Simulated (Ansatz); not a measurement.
Start from AlN in the wurtzite structure (space group P6_3mc, No. 186).

```
CELL_PARAMETERS angstrom
      3.10673     0.00000     0.00000
     -1.55337     2.69051     0.00000
      0.00000     0.00000     4.97852
ATOMIC_POSITIONS crystal
  Al 0.66667 0.33333 0.00341
  Al 0.33333 0.66667 0.50341
  N  0.66667 0.33333 0.62179
  N  0.33333 0.66667 0.12179
```

The values are results of DFT with r2SCAN, PAW potentials and a 500 eV plane-wave cutoff in Ansatz (a program for electronic structure), no spin-orbit coupling, not measurements.

One change was made to it. Results:

| quantity | base | after |
|---|---|---|
| band gap | 4.88 eV | 4.92 eV |
| valence-band top at Γ (three highest levels, from the VBM) | 0.00, -0.22, -0.22 eV | 0.00, -0.23, -0.23 eV |
| lattice parameter a | 3.107 Å | 3.103 Å |

Question: Which of these changes matches the shifts?
A) pressure 2.1 GPa
B) pressure 9 GPa
C) pressure 0.9 GPa

Answer: C, pressure 0.9 GPa. For comparison, the band gap in the other runs: pressure 2.1 GPa gives 4.97 eV; pressure 9 GPa gives 5.23 eV.

Load acts through the strain it causes; cell and atoms are relaxed under it. Whether these cells are dynamically stable was not tested. Tetrahedral semiconductors of this kind turn to denser phases somewhere between about 1 and 50 GPa; those were not computed, so compressed cells here can lie past the real transition.
